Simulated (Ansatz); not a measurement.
# 2 layers of alpha-tellurene, started at parallel, no shift (facing atoms over hollows or bridges)

Methods: PBE+D3(BJ) (plane waves to 420 eV, PAW; Ansatz, a program for electronic structure); r2SCAN (plane waves to 500 eV, PAW; Ansatz); PBE+D3(BJ) with spin-orbit coupling (plane waves to 420 eV, PAW; Ansatz); HSE06 (plane waves to 420 eV, PAW; Ansatz). Geometries and values that name no level are of the first. Values not marked SOC have no spin–orbit coupling. Its k-point mesh 9×9×1, Fermi–Dirac width 0.01 eV. HSE06 ran on meshes of its own (6×6×1); its edges and gaps are taken over the mesh and over extra points off it, mostly where PBE has its edges. A dipole correction is on.

The gap between facing atomic planes is 2.58 Å, the step of the vacuum level across the stack (top less bottom) is 0.00 eV and the interaction energy of the frozen layers comes out as -30.8 meV/Å². The interaction energy without the D3 term at this geometry is -1.0 meV/Å² and the interaction energy at r2SCAN, without a dispersion term, at this geometry is -3.1 meV/Å². The r2SCAN gap over the mesh and listed points off it is 0.77 eV. The PBE gap over the mesh and listed points off it is 0.59 eV, indirect (lowest direct gap 0.83 eV) and the valence and conduction edges under the vacuum level of the lower face is 4.94 and 4.35 eV. The HSE06 gap at the same geometry is 0.83 eV. The PBE+SOC gap at the same geometry comes out as 0.17 eV.

```
CELL_PARAMETERS angstrom
      4.15842     0.00000     0.00000
     -2.07921     3.60130     0.00000
      0.00000     0.00000    28.45400
ATOMIC_POSITIONS crystal
  Te 0.66667 0.33333 0.32437
  Te 0.00000 0.00000 0.38921
  Te 0.33333 0.66667 0.45458
  Te 0.66667 0.33333 0.54541
  Te 0.00000 0.00000 0.61078
  Te 0.33333 0.66667 0.67561
```
